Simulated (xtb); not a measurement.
xtb 6.7.1, GFN2-xTB: Mo(NMe)2(Br)(OH) (C[N]=[Mo]([OH])([Br])=[N]C), 14 atoms. The geometry is a generated start, not checked to be a minimum at this level.

```
Quantity                   Value
-----------------  -------------
run flags                 --grad
method                  GFN2-xTB
--acc                1 (default)
--etemp (K)        300 (default)
basis functions               47
valence electrons             44
```

```xyz
14

Mo    -0.7652     0.2319     0.7427
N      0.2580    -1.1734     0.8360
C      1.2315    -2.1884     0.7189
H      1.4428    -2.4175    -0.3348
H      2.1650    -1.8777     1.2045
H      0.8885    -3.1056     1.2104
N     -0.6300     1.0559    -0.7850
C     -0.2827     1.6076    -2.0363
H     -1.0989     2.2224    -2.4308
H      0.6004     2.2509    -1.9285
H     -0.0545     0.8212    -2.7687
Br    -2.9678    -0.7353     0.6292
O     -0.5390     1.3381     2.1395
H     -0.2482     1.9700     2.8028
```

Charge 0 and multiplicity 1 are set for this test and not shown to be the ground state.

One run each on 1 thread. Values of broydamp tried: 0.02, 0.05, 0.1, 0.2, 0.4 (default), 0.6, 0.8, 1.

Question: Which value of broydamp needs the fewest SCC iterations, and what happens away from it?

Answer: Fewest SCC iterations, within one of each other: 0.2 with 20, 0.4 (default) with 20, 0.6 with 21, 1 with 21. The count rises to 30 at 0.02. All converge to one solution.

| broydamp | SCC iterations | end |
|---|---|---|
| 0.02 | 30 | same solution |
| 0.05 | 25 | same solution |
| 0.1 | 22 | same solution |
| 0.2 | 20 | same solution |
| 0.4 (default) | 20 | same solution |
| 0.6 | 21 | same solution |
| 0.8 | 22 | same solution |
| 1 | 21 | same solution |
